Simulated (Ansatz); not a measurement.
Structure of amorphous Ga24O39B2 (periodic cell):

```xyz
65
Lattice="9.1086 -0.1484 0.2018 -0.1484 9.4947 -0.3552 0.2018 -0.3552 9.3700" Properties=species:S:1:pos:R:3 pbc="T T T"
Ga     2.5248     8.2970     6.7312
Ga     1.3541     8.0596     3.0067
Ga     7.1934     7.1574     4.2354
Ga     0.2670     4.0042     7.4082
Ga     0.1348     6.3656     0.0882
Ga     0.1528     1.7492     3.4853
Ga     6.4711     1.4139     4.8395
Ga     2.5582     8.3355     0.1979
Ga     6.0836     2.6052     8.2876
Ga     4.8652     3.8327     3.5326
Ga     1.2578     3.2045     1.0078
Ga     6.6154     8.0161     0.1448
Ga     7.2692     1.1702     1.3827
Ga     1.9490     4.0626     4.3746
Ga     5.8450     5.4498     1.0684
Ga     4.6801     6.0156     8.0086
Ga     0.4280     0.5056     8.4283
Ga     4.0105     1.8170     1.2485
Ga     5.7539     8.8650     6.7413
Ga     0.2658     6.3794     5.7427
Ga     3.2707     1.0133     4.3319
Ga     6.4710     4.5567     6.1361
Ga     3.9158     6.6878     4.7715
Ga     4.7989     8.3880     2.4337
O      9.0184     7.1236     3.9977
O      5.8852     3.2029     4.9880
O      7.5084     5.9803     5.6364
O      0.9919     3.3467     2.9219
O      3.0384     6.8079     8.1843
O      1.1636     7.5304     1.1626
O      2.5612     2.6085     5.3849
O      0.6297     4.4985     5.5604
O      2.5883     0.5489     6.1842
O      9.0755     8.9168     6.5455
O      6.4776     8.9834     1.7351
O      3.4261     5.0290     3.8790
O      0.2048     5.9831     7.6089
O      2.8786     2.8412     0.3017
O      3.8516    -0.0391     1.4438
O      4.8456     7.0020     0.8352
O      1.8758     9.0856     8.3098
O      1.5438     0.4823     3.4885
O      5.3669     4.3494     8.7866
O      4.7919     5.4010     6.2332
O      5.7782     2.0843     0.5674
O      1.1258     2.1659     7.3582
O      3.7852     2.3973     3.0127
O      7.4951     3.5150     7.3922
O      7.4784     6.4572     0.7716
O      8.4684     1.2772     5.4635
O      5.8585     1.2310     7.0022
O      0.4827     4.5359    -0.0317
O      4.2455     8.1435     5.9965
O      0.0356     1.8089     0.7548
O      6.0117     7.4199     7.8663
O      7.5065     1.7202     3.1747
O      7.0522     8.8347     5.2612
O      6.1588     4.3297     2.3978
O      5.5256     6.9646     3.6108
O      5.0193     0.3879     4.2082
O      7.8167    -0.2454     9.1348
O      3.1504     7.8479     3.2941
O      1.9812     7.0340     5.4940
B      2.0458     1.7929     6.3977
B      8.4106     0.0007     6.0223
```

Calculation: PBE, scalar-relativistic without spin-orbit coupling (plane waves to 420 eV, PAW; Ansatz, a program for electronic structure).

Preparation: random packing, a CHGNet melt and quench, and a DFT relaxation. O atoms were pushed apart under 1.9 Å during the dynamics, to hinder bonds among them. The hot cell started wider than the set density and was brought back towards it in steps. It is the lowest in DFT energy of 2 quenches. It is a model cell: composition and starting density were chosen by hand, and all elements were melted together. No dispersion term was used. Its density started from a set value of 4.76 and ended at 4.76 g/cm³. Cooling (nominally 220 K/ps over its main leg) ran many orders faster than in experiment, which tends to leave more defects and strain. Values belong to this one cell and scatter from quench to quench. The volume was held where the preparation left it and the shape relaxed, at a PBE pressure of 2.3 GPa. Stress components on the final sampling reach 2.3 GPa.

Bonds are counted up to Ga-Ga 2.68 Å, Ga-O 2.44 Å, Ga-B 2.27 Å, O-O 1.58 Å, O-B 1.80 Å, B-B 1.97 Å. Two cations that share two anions don't count as bonded, nor two that share one unless they lie closer than Ga-Ga 2.61 Å, Ga-B 2.20 Å, B-B 1.80 Å.

Problem. Give the coordination numbers, mean bond lengths and angles.

Solution. 
```
Property                                                           Value
---------------------------------  -------------------------------------
Mean coordination of Ga by anions   4.58 (13 with 4, 8 with 5, 3 with 6)
Mean coordination of O              2.97 (3 with 2, 34 with 3, 2 with 4)
Mean coordination of B by anions                         3.00 (2 with 3)
Mean Ga-O bond                     1.931 Å (spread 0.104 Å, 110 counted)
Mean O-B bond                        1.386 Å (spread 0.032 Å, 6 counted)
Bond angle at Ga                               mean 106.9°, spread 23.6°
Bond angle at O                                mean 116.0°, spread 16.2°
Bond angle at B                                 mean 119.9°, spread 9.1°
```

Problem. List the pairs of like atoms that count as bonded by the rules above.

Solution. There are none by these rules.
